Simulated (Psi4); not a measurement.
Psi4 1.11, unrestricted PBE0/def2-svp: Ni(OH)(amdMe) (CC1[N](C)[Ni]([OH])<-[N]=1C), charge 0, multiplicity 3, 18 atoms. The geometry is a generated start, not checked to be a minimum at this level.

```yaml
task: energy
method: pbe0
basis: def2-svp
memory: 3 GB
maxiter: 100
keys_of_the_molecule_block: symmetry c1
scf_type: df (default)
guess: auto, which took SAD (default)
scf_initial_accelerator: adiis (default)
e_convergence: 1e-06 (default)
d_convergence: 1e-06 (default)
dft_radial_points: 75 (default)
dft_spherical_points: 302 (default)
basis_functions: 179
grid_points: 381427
```

```xyz
18

Ni     1.3278    -1.3298     1.0105
O      2.3057    -1.8064     2.4020
H      2.5640    -1.4671     3.2565
C     -1.2082     0.8533    -1.0474
C     -0.1871     0.1191    -0.2284
N      0.4027     0.6038     0.8396
C      0.1449     1.9223     1.3444
N      0.2450    -1.1253    -0.5287
C     -0.2645    -1.7876    -1.7004
H     -1.9772     0.1708    -1.4012
H     -0.7272     1.3049    -1.9145
H     -1.6792     1.6365    -0.4616
H      0.9202     2.1756     2.0677
H      0.1554     2.6709     0.5440
H     -0.8257     1.9691     1.8548
H      0.2580    -2.7335    -1.8363
H     -1.3374    -2.0023    -1.6036
H     -0.1172    -1.1745    -2.5972
```

Charge 0 and multiplicity 3 are set for this test and not shown to be the ground state.

One run each on 2 threads. Values of diis_max_vecs tried: 3, 6, 10 (default), 20.

### Question
Predict the course of the SCF iterations along this series.

### Answer
Fewest SCF iterations, within one of each other: 6 with 34, 10 (default) with 34. The count rises to 64 at 3. All converge to one solution.

```json
[
 {"diis_max_vecs": "3", "SCF iterations": "64", "end": "same solution"},
 {"diis_max_vecs": "6", "SCF iterations": "34", "end": "same solution"},
 {"diis_max_vecs": "10 (default)", "SCF iterations": "34", "end": "same solution"},
 {"diis_max_vecs": "20", "SCF iterations": "41", "end": "same solution"}
]
```
